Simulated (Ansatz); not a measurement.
Start from ZnS in the zinc blende structure (space group F-43m, No. 216; a = 5.297 Å). Axes: x, y, z lie along the cube axes.

Method: Kohn–Sham DFT with the LDA functional, run in Ansatz (a quantum-chemistry and plane-wave program) with PAW and 420 eV plane waves, no spin-orbit coupling.

Strains are applied to the cell and any free atomic positions relax; under biaxial strain the out-of-plane vector relaxes too.

One change was made to it. Results:

The valence-band top at Γ (three highest levels, from the VBM) goes from 0.00, 0.00, 0.00 eV to 0.00, 0.00, -0.08 eV; the band gap grows by 0.018 eV to 2.14 eV; the energy goes up by 1.4 meV/atom.

Task: Name the change that was made.
(A) biaxial strain +0.42 %, plane normal [111], relaxed out of plane
(B) biaxial strain +1.25 %, plane normal [111], relaxed out of plane
(C) biaxial strain −0.83 %, plane normal [111], relaxed out of plane
(D) biaxial strain −2.50 %, plane normal [111], relaxed out of plane
(E) biaxial strain +2.50 %, plane normal [111], relaxed out of plane

Result: C, biaxial strain −0.83 %, plane normal [111], relaxed out of plane. For comparison, the valence-band top at Γ in the other runs: biaxial strain −2.50 %, plane normal [111], relaxed out of plane gives 0.00, 0.00, -0.28 eV; biaxial strain +2.50 %, plane normal [111], relaxed out of plane gives 0.00, -0.20, -0.20 eV; biaxial strain +1.25 %, plane normal [111], relaxed out of plane gives 0.00, -0.11, -0.11 eV; biaxial strain +0.42 %, plane normal [111], relaxed out of plane gives 0.00, -0.04, -0.04 eV.

Whether these cells are dynamically stable was not tested.
